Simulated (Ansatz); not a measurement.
## Hypothetical rock salt PdGe: pressure series

Start from PdGe in the rock salt structure (space group Fm-3m, No. 225; a = 5.166 Å; a hypothetical phase, not in the database extracts checked).

Cell and atoms are relaxed at each pressure.

All numbers come from r2SCAN in Ansatz (plane waves to 500 eV, PAW, no SOC).

```json
[
 {"pressure (GPa)": "-2", "volume per atom (Å³/atom)": "17.536"},
 {"pressure (GPa)": "-1", "volume per atom (Å³/atom)": "?"},
 {"pressure (GPa)": "0", "volume per atom (Å³/atom)": "17.234"},
 {"pressure (GPa)": "0.3", "volume per atom (Å³/atom)": "17.191"},
 {"pressure (GPa)": "0.7", "volume per atom (Å³/atom)": "17.135"},
 {"pressure (GPa)": "1.5", "volume per atom (Å³/atom)": "17.027"},
 {"pressure (GPa)": "3", "volume per atom (Å³/atom)": "16.834"},
 {"pressure (GPa)": "7.5", "volume per atom (Å³/atom)": "16.321"},
 {"pressure (GPa)": "10", "volume per atom (Å³/atom)": "16.071"}
]
```

Problem. Fit the third-order Birch–Murnaghan form P(V) = (3B₀/2)[(V₀/V)^(7/3) − (V₀/V)^(5/3)]·[1 + (3/4)(B₀′ − 4)((V₀/V)^(2/3) − 1)] (squares taken in P) to the rows shown and predict the withheld row.

Solution. Least squares on the printed values gives V₀ = 17.234 Å³/atom, B₀ = 120 GPa, B₀′ = 4.9; this predicts 17.381 Å³/atom, and the run gives 17.381 Å³/atom, in agreement.

Load acts through the strain it causes; cell and atoms are relaxed under it. Whether these cells are dynamically stable was not tested. Competing high-pressure phases were not computed. The final runs are not spin-polarised.

Ansatz is an electronic-structure program.
